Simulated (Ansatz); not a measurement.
C11b MoSi2 was calculated with RPBE (Ansatz, a program for electronic structure, PAW).

Input file:

Ansatz 0.2 input:
```yaml
crystal:
  lattice:
    - [-1.5936162516, 1.5936162516, 3.8985798044]
    - [1.5936162516, -1.5936162516, 3.8985798044]
    - [1.5936162516, 1.5936162516, -3.8985798044]
  atoms:
    - { symbol: Si, position: [0.6649081142, 0.6649081142, 0.0] }
    - { symbol: Si, position: [0.3350918858, 0.3350918858, 0.0] }
    - { symbol: Mo, position: [0.0, 0.0, 0.0] }
basis:
  ecutwfc: 520
  ecutrho_ratio: 4
  xc_grid: 2
kpoints:
  mp_grid: { grid: [24, 24, 24] }
hamiltonian:
  xc: rpbe
  dispersion: none
  pseudopotentials: { kind: paw }
scf:
  occupations: { method: fermi_dirac, width: 0.05 }
output:
  forces: true
  stress: true
  eigenvalues: true
relax:
  f_tol: 0.004
  escape_saddle: false
  max_steps: 80
  cell: { stress_tol: 0.02, fix: [volume] }
```

Excerpt of the program's output:

```
Relaxation: its limit of steps is 80 (relax.max_steps)
Crystal: 3 atoms, lattice volume = 39.604 Å³
Basis set: ecut = 520 eV, 1079 PW (Γ), exchange–correlation on 72×72×72 points (8 copies of the dense FFT grid, shifted against one another)
Bands: 15, of which v1, the nominal top of the filled ones, is band 11 counted from 1 (10 counted from 0)
Symmetry: 16 space group operations
Space group: I4/mmm (ITA 139), of the structure as read, at distance tolerance 3.4e-5 Å
k-points: 1063 of 13824
Functional: x = rpbe, c = pbe(β = 0.06672455060314922)
SCF iter   1: F=—  HF=-6242.181629 eV  |F-HF|=—  |Δ(HF+E_count)|=         —  Δρ=5.01e-3  dr2=7.50e-3
SCF iter   2: F=—  HF=-6242.180780 eV  |F-HF|=—  |Δ(HF+E_count)|=   8.49e-4  Δρ=2.84e-3  dr2=2.87e-3
  ...
SCF 1 converged in 6 iterations: F = -6242.180166 eV  dr2 = 6.90e-9
Crystal: 3 atoms, lattice volume = 39.604 Å³
Initial density: handed on by an earlier stage of this run
SCF 2 converged in 4 iterations: F = -6242.180842 eV  dr2 = 6.24e-8
Crystal: 3 atoms, lattice volume = 39.604 Å³
SCF 3 converged in 4 iterations: F = -6242.180893 eV  dr2 = 5.66e-9
Crystal: 3 atoms, lattice volume = 39.604 Å³
SCF 4 converged in 4 iterations: F = -6242.180899 eV  dr2 = 8.57e-10
Crystal: 3 atoms, lattice volume = 39.604 Å³
SCF iter   3: F=—  HF=-6242.180899 eV  |F-HF|=—  |Δ(HF+E_count)|=  6.64e-11  Δρ=2.60e-7  dr2=3.82e-11
SCF iter   4: F=-6242.180899 eV  HF=-6242.180899 eV  |F-HF|=0.00e0  |Δ(HF+E_count)|=  3.64e-12  Δρ=9.00e-8  dr2=2.37e-12
SCF 5 converged in 4 iterations: F = -6242.180899 eV  dr2 = 2.37e-12
SCF converged after 4 iterations
Free energy (F): -6242.180899 eV
Internal energy: -6242.178790 eV  (E = F + TS)
E sigma→0 (E₀):  -6242.179844 eV
Fermi energy:    16.358558 eV
--- Forces (eV/Å), atoms counted from 1 ---
  atom   1  Si     0.00000000     0.00000000     0.00007064
  atom   2  Si    -0.00000000    -0.00000000    -0.00007064
  atom   3  Mo     0.00000000     0.00000000     0.00000000
--- Stress (GPa, compression-positive) ---
        8.835112      -0.000000       0.000000
       -0.000000       8.835112      -0.000000
       -0.000000       0.000000       8.838843
  P = ⅓ Tr σ = 8.8364 GPa (88.364 kbar)
```

The cell is one volume of an energy–volume scan, off the minimum.

The PAW data were made under PBE.

It cost roughly 2.4 core-minutes of CPU time.
